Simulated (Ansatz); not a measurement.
Hypothetical R-3m LuAgSe2 under a change: strain tensor (xx, yy, zz, yz, xz, xy) = (+2.47, +0.33, −2.19, +0.28, −0.46, −0.93) %

Consider LuAgSe2 (space group R-3m, No. 166; a = 4.035 Å, c = 18.981 Å (hexagonal axes); a hypothetical phase, not in the database extracts checked). Axes: x lies along a and z along c of the hexagonal cell.

Modification: the symmetric strain tensor [0.0247 -0.0093 -0.0046; -0.0093 0.0033 0.0028; -0.0046 0.0028 -0.0219], atoms relaxed at fixed cell.

Computed with PBEsol (Ansatz, an electronic-structure program), spin-orbit coupling left out. Γ-centred 10×10×10 mesh, Fermi–Dirac width 0.05 eV.

- Volume per atom: 22.43 Å³ (base 22.30 Å³)
- Space group: P-1 (No. 2) (base R-3m (No. 166))
- Shortest interatomic distance: 2.796 Å (base 2.801 Å)
- Energy relative to the base (free energy F): +5.0 meV/atom
- Pressure (mean of the normal stresses, compression positive): -6.2 kbar (base 0.0 kbar)
- Band gap: 1.45 eV (base 1.49 eV)
- Gap character: indirect, X → Γ
- Largest internal atomic displacement: 0.025 Å
- Stress (xx, yy, zz, yz, xz, xy; compression positive): (-1.89, -0.38, 0.41, -0.14, 0.18, 0.69) GPa

Final structure:

```xyz
4
Lattice="2.0275 1.1674 6.1824 -2.1073 1.2047 6.2010 -0.0076 -2.3200 6.1821" Properties=species:S:1:pos:R:3 pbc="T T T"
Lu     0.0000     0.0000     0.0000
Ag    -0.0437     0.0261     9.2827
Se    -0.0412     0.0290     4.6652
Se    -0.0461     0.0232    13.9002
```

Cost of the whole job for the changed cell (relaxation, final SCF and bands): about 7 core-minutes (a rough figure).

Semilocal Kohn–Sham gaps tend to fall short of experiment. No phonon test of stability was made. k-point labels follow each cell's own Brillouin zone.
